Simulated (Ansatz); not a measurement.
Base system: SrTiO$_{3}$ in the cubic perovskite structure (space group Pm-3m, No. 221; a = 3.854 Å).

Computed with LDA (Ansatz, a quantum-chemistry and plane-wave program), no SOC.

Before the change:

- Band gap = 1.85 eV
- Pressure = 0.00 GPa

It is then changed as follows: the cell is scaled by 0.9940 in all directions, atoms relaxed at fixed cell.

**Question.** What happens to the band gap?

**Answer.** The band gap goes up by 0.03 eV (1.85 eV → 1.88 eV).

**Question.** What does the calculation give for the pressure after the change?

**Answer.** The pressure goes from zero to 3.79 GPa.

**Question.** What happens to the energy relative to the base?

**Answer.** The energy grows by 2.3 meV/atom.

The cells carry an imposed strain or load. Stability against distortions was not tested. The final runs are not spin-polarised. Many cubic perovskites are stable only at high temperature; tilts and polar distortions were not tested.
